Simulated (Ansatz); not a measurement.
H2O on the 1x1 (101) surface of anatase TiO2 (cut with top plane O), one in a 2x1 cell, started at the site 'bridge O-O (span 2.8 Å)'

Host crystal: anatase TiO2, with a band gap (PBE, scalar-relativistic without spin-orbit coupling).

Calculation: PBE (plane waves to 420 eV, PAW; Ansatz, a program for electronic structure).

Slab: 39 atoms, 9.4 Å thick at the start under the adsorbate (thin: gaps and levels are the slab's own); k 3x4x1, smearing 0.01 eV, dipole-corrected; 14 atoms held, the rest relaxed; no symmetry held; no spin, no spin-orbit, no U, no dispersion correction. At the end it is bonded to Ti. In PBE it is, or lies within 0.03 eV of, the lowest of the starts that converged.

The adsorption energy against H2O(g) is -0.61 eV. The gap of the slab on its k-mesh comes out as 2.50 eV and the highest filled level below the top vacuum level comes out as 6.85 eV. The change of the step from the bottom to the top vacuum level, against the clean slab is -0.58 eV and the energy released by relaxation is 1.27 eV. The height of the binding atom over the mean of the host atoms within 0.3 Å of the top one comes out as 1.288 Å. The nearest host atoms of the binding atom comes out as Ti at 2.35 Å, O at 2.79 Å, O at 2.82 Å. The largest move of a host atom is 0.16 Å. The note is in the relaxation the adsorbate left its starting site by 1.8 Å and the cost comes out as very roughly 60 core-minutes.

A negative adsorption energy means that the adsorbate is more stable on the surface than in its reference.
